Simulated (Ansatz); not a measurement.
The reference is Pd in the fcc (Cu type) structure (space group Fm-3m, No. 225).

```
CELL_PARAMETERS angstrom
      0.00000     1.93787     1.93787
      1.93787     0.00000     1.93787
      1.93787     1.93787     0.00000
ATOMIC_POSITIONS crystal
  Pd 0.00000 0.00000 0.00000
```

Computed with PBEsol, PAW, 420 eV (Ansatz, a quantum-chemistry and plane-wave program; no SOC).

For the base:

The lattice parameter a is 3.876 Å.

It is then changed as follows: cell and atoms relaxed at a pressure of 3 GPa.

### Question
Predict the new lattice parameter a.

### Answer
The lattice parameter a decreases by 0.0183 Å (3.876 Å → 3.857 Å).

Load acts through the strain it causes; cell and atoms are relaxed under it. Stability against distortions was not tested. The final runs are not spin-polarised.
